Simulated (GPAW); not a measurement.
**Worked example: self-consistent single point of Te₂Mo (P-6m2, 3 atoms in the cell) in GPAW**

Computed with LDA (Perdew-Wang 92), GPAW PAW datasets LDA (gpaw-data 1.0.1) (plane waves; GPAW 25.7.0).

This input was run:

```python
from ase import Atoms
from ase.units import GPa
from gpaw import GPAW

atoms = Atoms(['Te', 'Te', 'Mo'],
              cell=[[3.517151, 0.000000, 0.000000],
                    [-1.758576, 3.045943, 0.000000],
                    [0.000000, 0.000000, 17.312019]],
              scaled_positions=[[0.333333, 0.666667, 0.897860],
                                [0.333333, 0.666667, 0.102140],
                                [0.000000, 0.000000, 0.000000]],
              pbc=True)

calc = GPAW(mode={'name': 'pw', 'ecut': 550},
            xc='LDA',
            kpts={'size': (6, 6, 1), 'gamma': True},
            occupations={'name': 'fermi-dirac', 'width': 0.0},
            nbands=-8,
            convergence={'density': 1e-05, 'energy': 1e-05, 'bands': -6},
            symmetry={'symmorphic': False, 'tolerance': 0.0005},
            maxiter=120,
            txt='-')

atoms.calc = calc

energy = atoms.get_potential_energy()
print('Energy (eV):', round(energy, 6))
forces = atoms.get_forces()
print('Forces (eV/Ang):')
print(forces.round(5))
stress = atoms.get_stress()
print('Stress (GPa, Voigt):', (stress / GPa).round(4))
```

The program printed (abridged):

```
Input parameters:
  convergence: {bands: -6,
                density: 1e-05,
                energy: 1e-05}
  kpts: {gamma: True,
         size: (6, 6, 1)}
  maxiter: 120
  mode: {ecut: 550,
         name: pw}
  nbands: -8
  occupations: {name: fermi-dirac,
                width: 0.0}
  symmetry: {symmorphic: False,
             tolerance: 0.0005}

species:
  Te:
    name: Tellurium
    Z: 52.0
    valence: 6
    core: 46
    charge: 0.0
    file: Te.LDA.gz

    # Using partial waves for Te as LCAO basis

  Mo:
    name: Molybdenum
    Z: 42.0
    valence: 14
    core: 28
    charge: 0.0
    file: Mo.LDA.gz

    # Using partial waves for Mo as LCAO basis

Reference energy: -479294.805324  # eV

Spin-paired calculation

Convergence criteria:
 Maximum [total energy] change in last 3 cyles: 1e-05 eV / valence electron
 Maximum integral of absolute [dens]ity change: 1e-05 electrons / valence electron
 Maximum integral of absolute [eigenst]ate change: 4e-08 eV^2 / valence electron
 Maximum number of scf [iter]ations: 120

Symmetries present (total): 12
Symmetries with fractional translations: 0
36 k-points: 6 x 6 x 1 Monkhorst-Pack grid + [1/12,1/12,0.000000]
7 k-points in the irreducible part of the Brillouin zone
       k-points in crystal coordinates                weights
   0:     0.00000000    0.00000000    0.00000000          1/36
   1:     0.16666667    0.00000000    0.00000000          6/36
   2:     0.33333333   -0.16666667    0.00000000          6/36
   3:     0.33333333    0.00000000    0.00000000          6/36
   4:     0.33333333    0.33333333    0.00000000          2/36
   5:     0.50000000    0.33333333    0.00000000         12/36
   6:     0.50000000    0.50000000    0.00000000          3/36

Wave functions: Plane wave expansion
  Cutoff energy: 550.000 eV
  Number of coefficients (min, max): 5409, 5462
  Pulay-stress correction: 0.000000 eV/Ang^3 (de/decut=0.000000)

Occupation numbers: # Zero width

Eigensolver

Densities:
  Coarse grid: 20*20*96 grid
  Fine grid: 40*40*192 grid
  Total Charge: 0.000000

Density mixing:
  Method: separate
  Backend: pulay
  Linear mixing parameter: 0.05
  old densities: 5
  Damping of long wavelength oscillations: 50

Hamiltonian:
  XC and Coulomb potentials evaluated on a 40*40*192 grid
  External potential:
    NoExternalPotential

Number of atoms: 3
Number of atomic orbitals: 21
Number of bands in calculation: 21
Number of valence electrons: 26
Bands to converge: 15

Density initialized from atomic densities
  21 bands from LCAO basis set

Atomic positions and initial magnetic moments

Positions:
   0 Te    -0.000002    2.030630   15.543769    ( 0.0000,  0.0000,  0.0000)
   1 Te    -0.000002    2.030630    1.768250    ( 0.0000,  0.0000,  0.0000)
   2 Mo     0.000000    0.000000    0.000000    ( 0.0000,  0.0000,  0.0000)

Unit cell:
           periodic     x           y           z      points  spacing
  1. axis:    yes    3.517151    0.000000    0.000000    20     0.1523
  2. axis:    yes   -1.758576    3.045943    0.000000    20     0.1523
  3. axis:    yes    0.000000    0.000000   17.312019    96     0.1803

  Lengths:   3.517151   3.517152  17.312019
  Angles:   90.000000  90.000000 120.000000

Effective grid spacing dv^(1/3) = 0.1690

     iter     time        total  log10-change:
                         energy   eigst   dens
iter:   1 --:--:--   -21.769131   +0.48
iter:   2 --:--:--   -21.640038   -0.58  -1.18
iter:   3 --:--:--   -21.285634   -1.28  -1.20
iter:   4 --:--:--   -21.102140   -1.63  -1.29
iter:   5 --:--:--   -21.134926   -1.57  -1.48
iter:   6 --:--:--   -21.063104   -2.28  -1.70
iter:   7 --:--:--   -21.049869   -2.86  -2.23
iter:   8 --:--:--   -21.049309   -3.84  -2.54
iter:   9 --:--:--   -21.049054   -3.28  -2.55
iter:  10 --:--:--   -21.047562   -3.73  -2.48
iter:  11 --:--:--   -21.047593   -4.83  -3.20
iter:  12 --:--:--   -21.047689c  -4.93  -3.23
iter:  13 --:--:--   -21.047545c  -4.93  -3.27
iter:  14 --:--:--   -21.047542c  -5.90  -3.60
iter:  15 --:--:--   -21.047540c  -6.47  -3.68
iter:  16 --:--:--   -21.047544c  -6.08  -3.87
iter:  17 --:--:--   -21.047541c  -6.70  -3.97
iter:  18 --:--:--   -21.047540c  -7.28  -4.18
iter:  19 --:--:--   -21.047540c  -7.74c -4.27
iter:  20 --:--:--   -21.047540c  -8.60c -4.37
iter:  21 --:--:--   -21.047540c  -9.03c -4.37
iter:  22 --:--:--   -21.047540c  -7.66c -4.38
iter:  23 --:--:--   -21.047540c  -7.92c -4.50
iter:  24 --:--:--   -21.047540c  -8.99c -4.57
iter:  25 --:--:--   -21.047540c  -8.20c -4.61
iter:  26 --:--:--   -21.047540c  -8.78c -4.71
iter:  27 --:--:--   -21.047540c  -8.34c -4.87
iter:  28 --:--:--   -21.047540c  -8.79c -5.07c

Converged after 28 iterations.

Dipole moment: (-5.789558, 3.342604, 0.000000) |e|*Ang

Energy contributions relative to reference atoms: (reference = -479294.805324)

Kinetic:        +10.493995
Potential:      -13.812739
External:        +0.000000
XC:             -17.634783
Entropy (-ST):   +0.000000
Local:           -0.094013
SIC:             +0.000000
--------------------------
Free energy:    -21.047540
Extrapolated:   -21.047540

Showing only first 2 kpts
 Kpt  Band  Eigenvalues  Occupancy
  0    11     -0.93884    2.00000
  0    12     -0.43329    2.00000
  0    13      3.18801    0.00000
  0    14      3.18803    0.00000

  1    11     -0.77314    2.00000
  1    12     -0.53434    2.00000
  1    13      2.06085    0.00000
  1    14      2.26755    0.00000

Fermi level: 0.50695

Gap: 1.089 eV
Transition (v -> c):
  (s=0, k=4, n=12, [0.33, 0.33, 0.00]) -> (s=0, k=4, n=13, [0.33, 0.33, 0.00])
No difference between direct/indirect transitions
Energy (eV): -21.04754

Forces in eV/Ang:
  0 Te    0.00000   -0.00000    0.00327
  1 Te    0.00000   -0.00000   -0.00327
  2 Mo    0.00000    0.00000    0.00000

Stress tensor:
     0.007117     0.000000     0.000000
     0.000000     0.007117     0.000000
     0.000000     0.000000     0.000217
Stress (GPa, Voigt): [1.1402 1.1402 0.0348 0.     0.     0.    ]
```

The run converged in 28 iterations. GPAW prints stress with tension positive.

The starting cell comes from a database of computed structures (which also holds hypothetical and non-ambient phases and stackings), without a prior relaxation at this level. Its lattice was rescaled by a random factor within 2.5 % of one. Spin-orbit coupling is off.

Cost on one core of a shared machine: roughly 40 s.
